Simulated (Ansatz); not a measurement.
Consider NaCl in the zinc blende structure (space group F-43m, No. 216; a = 6.1766 Å; a hypothetical phase, not in the database extracts checked). Axes: x, y, z lie along the cube axes.

Computed with Ansatz (a program for electronic structure), r2SCAN, PAW, cutoff 500 eV, no spin-orbit coupling.

Base values:

The band gap comes out as 5.55 eV and the shortest interatomic distance is 2.675 Å. The valence-band top at Γ is 0.00, 0.00, 0.00 eV.

It is then changed as follows: the symmetric strain tensor [0.0037 0.0129 -0.0086; 0.0129 -0.0147 0.0158; -0.0086 0.0158 0.0309]; the atoms relax in the strained cell.

Problem. What happens to the band gap, shortest interatomic distance, valence-band top at Γ and largest internal atomic displacement?

Solution. The band gap falls by 0.12 eV, from 5.55 eV to 5.43 eV; the shortest interatomic distance increases by 0.011 Å (2.675 Å → 2.686 Å); the valence-band top at Γ (three highest levels, from the VBM) goes from 0.00, 0.00, 0.00 eV to 0.00, -0.08, -0.11 eV; the largest internal atomic displacement comes out as 0.030 Å.

Stability against distortions was not tested.
